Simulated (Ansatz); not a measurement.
C11b MoSi2, treated with PBE-D3(BJ) in Ansatz (PAW).

The input as run:

Ansatz 0.2 input:
```yaml
crystal:
  lattice:
    - [-1.5677998206, 1.5677998206, 3.8451895677]
    - [1.5677998206, -1.5677998206, 3.8451895677]
    - [1.5677998206, 1.5677998206, -3.8451895677]
  atoms:
    - { symbol: Si, position: [0.6653652986, 0.6653652986, 0.0] }
    - { symbol: Si, position: [0.3346347014, 0.3346347014, 0.0] }
    - { symbol: Mo, position: [0.0, 0.0, 0.0] }
basis:
  ecutwfc: 520
  ecutrho_ratio: 4
  xc_grid: 2
kpoints:
  mp_grid: { grid: [24, 24, 24] }
hamiltonian:
  xc: pbe
  dispersion: d3bj
  pseudopotentials: { kind: paw }
scf:
  occupations: { method: fermi_dirac, width: 0.05 }
output:
  forces: true
  stress: true
  eigenvalues: true
relax:
  f_tol: 0.004
  escape_saddle: false
  max_steps: 80
  cell: { stress_tol: 0.02, fix: [volume] }
```

The run printed, among other lines:

```
Relaxation: its limit of steps is 80 (relax.max_steps)
Crystal: 3 atoms, lattice volume = 37.806 Å³
Basis set: ecut = 520 eV, 1031 PW (Γ), FFT grids on a1+a3, a2+a3, a3, exchange–correlation on 48×48×72 points (8 copies of the dense FFT grid, shifted against one another)
Bands: 15, of which v1, the nominal top of the filled ones, is band 11 counted from 1 (10 counted from 0)
Symmetry: 16 space group operations
Space group: I4/mmm (ITA 139), of the structure as read, at distance tolerance 3.4e-5 Å
k-points: 1063 of 13824
Functional: x = pbe(κ = 0.804, μ = 0.2195149727645171), c = pbe(β = 0.06672455060314922)
SCF iter   1: F=—  HF=-6230.820127 eV  |F-HF|=—  |Δ(HF+E_count)|=         —  Δρ=4.90e-3  dr2=8.71e-3
SCF iter   2: F=—  HF=-6230.818770 eV  |F-HF|=—  |Δ(HF+E_count)|=   1.36e-3  Δρ=2.73e-3  dr2=2.91e-3
  ...
SCF 1 converged in 6 iterations: F = -6230.818030 eV  dr2 = 5.35e-9
Crystal: 3 atoms, lattice volume = 37.806 Å³
Initial density: handed on by an earlier stage of this run
SCF 2 converged in 4 iterations: F = -6230.818733 eV  dr2 = 4.59e-8
Crystal: 3 atoms, lattice volume = 37.806 Å³
SCF 3 converged in 4 iterations: F = -6230.818783 eV  dr2 = 4.16e-9
Crystal: 3 atoms, lattice volume = 37.806 Å³
SCF 4 converged in 4 iterations: F = -6230.818791 eV  dr2 = 1.10e-9
Crystal: 3 atoms, lattice volume = 37.806 Å³
SCF iter   3: F=—  HF=-6230.818791 eV  |F-HF|=—  |Δ(HF+E_count)|=  1.82e-11  Δρ=5.06e-7  dr2=8.50e-11
SCF iter   4: F=-6230.818791 eV  HF=-6230.818791 eV  |F-HF|=0.00e0  |Δ(HF+E_count)|=  1.46e-11  Δρ=1.22e-7  dr2=3.31e-12
SCF 5 converged in 4 iterations: F = -6230.818791 eV  dr2 = 3.31e-12
SCF converged after 4 iterations
Free energy (F): -6230.818791 eV
Internal energy: -6230.816644 eV  (E = F + TS)
E sigma→0 (E₀):  -6230.817718 eV
Fermi energy:    17.170479 eV
--- Forces (eV/Å), atoms counted from 1 ---
  atom   1  Si    -0.00000000    -0.00000000    -0.00005447
  atom   2  Si     0.00000000    -0.00000000     0.00005447
  atom   3  Mo     0.00000000     0.00000000    -0.00000000
--- Stress (GPa, compression-positive) ---
        9.879834       0.000000       0.000000
        0.000000       9.879834       0.000000
        0.000000       0.000000       9.882171
  P = ⅓ Tr σ = 9.8806 GPa (98.806 kbar)
```

The cell is one volume of an energy–volume scan, off the minimum.

Ansatz is an electronic-structure program.
